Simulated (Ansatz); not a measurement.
By PBEsol, the system below comes out a metal.

Without scattering a metal conducts by its projected Fermi surface.

Data:

```
Hf
1.0
    3.12853     0.00000     0.00000
   -1.56427     2.70939     0.00000
    0.00000     0.00000     4.94414
Hf
2
Direct
  0.33333   0.66667   0.25000
  0.66667   0.33333   0.75000
```

Space group of this cell: P6_3/mmc, hcp (Mg type). The cell is strained (all lengths scaled by 0.98); by PBEsol its mean pressure is 3.7 GPa.

The current flows along the normal of the first two printed cell vectors, the (001) plane of the conventional cell. No spin-orbit coupling; the value is a mean over 0.1 eV about the Fermi level.

Question: Give the ballistic conductance per area that PBEsol (Ansatz, a program for electronic structure) yields.

Answer: 0.64 × 10¹⁵ S/m² for both spins.
